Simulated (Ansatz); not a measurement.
# Si: uniaxial strain ε_zz = +3.83 %

Start from Si in the diamond structure (space group Fd-3m, No. 227; a = 5.4441 Å). Axes: x, y, z lie along the cube axes.

Perturbation: uniaxial strain ε_zz = +3.83 %, all other strain components held at zero; the atoms relax in the strained cell.

Computed with DFT with r2SCAN, PAW potentials and a 500 eV plane-wave cutoff in Ansatz (a quantum-chemistry and plane-wave program), scalar-relativistic without spin-orbit coupling, earlier PAW set. k-mesh 10×10×10 (Γ-centred); smearing 0.05 eV (Fermi–Dirac).

- Volume per atom = 20.94 Å³ (base 20.17 Å³)
- Shortest interatomic distance = 2.388 Å (base 2.357 Å)
- Energy relative to the base (free energy F) = +15 meV/atom
- Pressure (mean of the normal stresses, compression positive) = -3.40 GPa (base 0.00 GPa)
- Band gap = 0.63 eV (base 0.78 eV)
- Gap character = indirect, Γ → k = (0, 0.400, 0.400) in the run's primitive reciprocal basis
- Electron mass = 0.94 mₑ along k, 0.19 mₑ across (off the special points) (base 0.91 mₑ along k, 0.19 mₑ across (off the special points))
- Valence-band top at Γ (three highest levels, from the VBM) = 0.00, 0.00, -0.29 eV (base 0.00, 0.00, 0.00 eV)
- Valley order (the lowest conduction-band minima on the path, energy above the VBM, named in the base's zone) = a point along [100], about 0.9 Å⁻¹ from Γ 0.63 eV; a point along [001], about 1.0 Å⁻¹ from Γ 0.97 eV; L along [1-11] 1.55 eV (base a point along ⟨100⟩, about 1.0 Å⁻¹ from Γ 0.78 eV; L along ⟨111⟩ 1.84 eV)
- Stress (xx, yy, zz, yz, xz, xy; compression positive) = (-2.01, -2.01, -6.19, 0.00, 0.00, 0.00) GPa

Cost of the whole job for the changed cell (relaxation, final SCF and bands): very roughly 14 core-seconds.

Masses are band curvatures over ±0.01 Å⁻¹ around the edge. Along k means along the line from Γ to the band edge. No phonon test of stability was made. Labels are those of the standard path for the cell's own space group.
